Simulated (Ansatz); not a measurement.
What tensor shear ε_xy = +0.29 % does to Au

Consider Au in the fcc (Cu type) structure (space group Fm-3m, No. 225; a = 4.083 Å; relaxed with 0.1 eV smearing). Axes: x, y, z lie along the cube axes.

Modification: tensor shear ε_xy = +0.29 % (engineering shear γ = 0.0058); the atoms relax in the strained cell.

All numbers come from PBEsol (Ansatz, a program for electronic structure; PAW; 420 eV plane waves; no SOC). Settings: 28×28×28 k-points, 0.1 eV Fermi–Dirac smearing.

| quantity | base | changed | shift |
|---|---|---|---|
| volume per atom | 17.02 Å³ | 17.02 Å³ | 0.00 Å³ |
| space group | Fm-3m (No. 225) | Immm (No. 71) | – |
| shortest interatomic distance | 2.887 Å | 2.879 Å | -0.008 Å |
| energy relative to the base (free energy F) | 0 meV/atom | +0.1 meV/atom | +0.1 meV/atom |
| pressure (mean of the normal stresses, compression positive) | 0.0 GPa | 0.0 GPa | 0.0 GPa |
| band gap | zero | zero | – |
| stress (xx, yy, zz, yz, xz, xy; compression positive) | – | (0.0, 0.0, 0.0, 0.0, 0.0, -0.2) GPa | – |

No phonon test of stability was made.
